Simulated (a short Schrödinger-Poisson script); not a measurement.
System: MOS inversion layer, SiO2 on p-type Si(100), at 300 K.

| layer | material | thickness (nm) | Na (cm⁻³) |
|---|---|---|---|
| 1 | SiO2 | 1.7 | - |
| 2 | Si | 1700 | 6.7e16 |

The device is made up for the run: typed textbook-type constants, with dimensions and the other settings drawn at random. SiO2: permittivity 3.9, conduction-band edge (eV) 3.15, gap (eV) 9, electron mass (mₑ) 0.5. Si: permittivity 11.7, conduction-band edge (eV) 0, gap (eV) 1.124, Nv at 300 K (cm⁻³) 3.1e19.

Channel valleys (confinement mass, in-plane density-of-states mass, number): Δ2 0.916, 0.19, 2; Δ4 0.19, 0.417, 4. At the gate the conduction-band edge of layer 1 lies 3.74 eV − eVg above the Fermi level of the channel; the field vanishes at the back. Gaps are held at their typed values at every temperature. Mesh 0.03 nm at interfaces.

From a short Schrödinger-Poisson script (our own, NumPy): 1D Poisson equation in equilibrium, electrons quantum, Hartree (BenDaniel-Duke, 12 states a valley, the channel's in-plane mass for all, wave functions free to enter the dielectric), parabolic valleys, classical holes, full ionisation, no traps, pinning or gate leakage.

The same stack at other levels of the model or other numerical settings:

```json
[
 {"run": "base", "sheet density of all electrons at Vg = 1.35 V (cm⁻²)": "6.58e12", "sheet density of all electrons at Vg = 0.75 V (cm⁻²)": "1.01e12", "capacitance at Vg = 1.35 V (μF/cm²)": "1.62", "centroid of the channel electrons at Vg = 1.35 V (nm)": "1.88", "rough cost against the base": "about 1"},
 {"run": "electrons treated as classical, Boltzmann", "sheet density of all electrons at Vg = 1.35 V (cm⁻²)": "(withheld)", "sheet density of all electrons at Vg = 0.75 V (cm⁻²)": "1.39e12", "capacitance at Vg = 1.35 V (μF/cm²)": "1.89", "centroid of the channel electrons at Vg = 1.35 V (nm)": "0.74", "rough cost against the base": "0.03"},
 {"run": "electrons treated as classical, Fermi-Dirac", "sheet density of all electrons at Vg = 1.35 V (cm⁻²)": "(withheld)", "sheet density of all electrons at Vg = 0.75 V (cm⁻²)": "1.37e12", "capacitance at Vg = 1.35 V (μF/cm²)": "1.78", "centroid of the channel electrons at Vg = 1.35 V (nm)": "(withheld)", "rough cost against the base": "0.2"},
 {"run": "mesh six times as coarse", "sheet density of all electrons at Vg = 1.35 V (cm⁻²)": "6.56e12", "sheet density of all electrons at Vg = 0.75 V (cm⁻²)": "1.01e12", "capacitance at Vg = 1.35 V (μF/cm²)": "1.61", "centroid of the channel electrons at Vg = 1.35 V (nm)": "1.90", "rough cost against the base": "0.2"},
 {"run": "one subband a valley", "sheet density of all electrons at Vg = 1.35 V (cm⁻²)": "6.56e12", "sheet density of all electrons at Vg = 0.75 V (cm⁻²)": "9.81e11", "capacitance at Vg = 1.35 V (μF/cm²)": "1.62", "centroid of the channel electrons at Vg = 1.35 V (nm)": "1.75", "rough cost against the base": "0.5"}
]
```

Q: Complete the blanks.

A: 
- electrons treated as classical, Fermi-Dirac, sheet density of all electrons at Vg = 1.35 V (cm⁻²): 7.72e12
- electrons treated as classical, Fermi-Dirac, centroid of the channel electrons at Vg = 1.35 V (nm): 0.92
- electrons treated as classical, Boltzmann, sheet density of all electrons at Vg = 1.35 V (cm⁻²): 8.02e12

The classical rows ignore confinement, and Boltzmann statistics overrate the density once the band edge passes the Fermi level.
